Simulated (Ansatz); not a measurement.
# Effort and miss along a sweep of kpoints.mp_grid.grid: TiH₂ (I4_1/amd, 6 atoms in the cell)

```
TiH2
1.0
   -1.97039     1.97039     4.95279
    1.97039    -1.97039     4.95279
    1.97039     1.97039    -4.95279
Ti H
2 4
Direct
  0.50000   0.50000   0.00000
  0.25000   0.75000   0.50000
  0.29190   0.29190   0.00000
  0.04190   0.54190   0.50000
  0.45810   0.95810   0.50000
  0.70810   0.70810   0.00000
```

Method of the run: PBE (plane waves, PAW; Ansatz, a program for electronic structure).

Base settings: kpoints.mp_grid.grid = 10 10 10; hamiltonian.xc = pbe; hamiltonian.pseudopotentials = {kind: paw} (the program's default PAW files); scf.occupations.method = methfessel_paxton; scf.occupations.width = 0.1 eV.

Misses are taken against the tightest run, 29 29 29, which need not be fully converged itself. The energy is the free energy per atom.

The count of work is k-points × plane waves × bands × iterations; it is no time, and leaves out set-up, grids and terms that scale otherwise. 

The starting cell was generated: these elements placed on a structure prototype, without a prior relaxation; it need not be a known phase or ordering of this composition. Spin polarisation is off. In the base run, with a pressure of about -14 GPa the cell is away from its equilibrium volume at this level. Ansatz's pressure includes its estimate of the finite-basis (Pulay) stress.

The runs (kpoints.mp_grid.grid): 1 1 1 | 2 2 2 | 3 3 3 | 4 4 4 | 5 5 5 | 6 6 6 | 7 7 7 | 8 8 8 | 10 10 10 | 11 11 11 | 13 13 13 | 16 16 16 | 19 19 19 | 23 23 23 | 29 29 29.

Which is the coarsest setting among those run that, with all tighter ones, holds the energy within 20 meV/atom of the reference, and what does it save?

2 2 2, off by 15 meV/atom; it needs 0.0022 of the reference's count of work.

Which is the coarsest setting among those run that, with all tighter ones, holds the energy within 0.5 meV/atom of the reference, and what does it save?

8 8 8, off by 0.10 meV/atom; it needs 0.033 of the reference's count of work. The coarser 6 6 6 also lies inside, but a setting between leaves the range again, so that is luck.

What does the step from 3 3 3 to 5 5 5 buy?

It takes the miss in the energy from 7.3 to 2.4 meV/atom, for 3.0 times the count of work.

```
kpoints.mp_grid.grid  energy less reference (meV/atom)  pressure less reference (GPa)  largest difference in the force on any atom (eV/Å)  count of work / reference
--------------------  --------------------------------  -----------------------------  --------------------------------------------------  -------------------------
1 1 1                                          -106.89                          -0.20                                               1.047                    0.00065
2 2 2                                            14.96                           0.46                                               0.122                     0.0022
3 3 3                                            -7.31                          -0.26                                               0.062                     0.0033
4 4 4                                             1.88                           0.03                                               0.012                     0.0072
5 5 5                                             2.42                           0.07                                               0.005                      0.010
6 6 6                                            -0.36                           0.01                                               0.008                      0.017
7 7 7                                            -0.61                          -0.03                                               0.001                      0.022
8 8 8                                            -0.10                          -0.02                                               0.002                      0.033
10 10 10                                          0.05                           0.01                                               0.000                      0.057
11 11 11                                          0.00                           0.00                                               0.001                      0.070
13 13 13                                          0.01                           0.00                                               0.001                       0.11
16 16 16                                          0.00                           0.00                                               0.000                       0.19
19 19 19                                         -0.01                           0.00                                               0.000                       0.31
23 23 23                                          0.00                           0.00                                               0.000                       0.52
29 29 29                                          0.00                           0.00                                               0.000                        1.0
```

Keys are those of Ansatz 0.2.
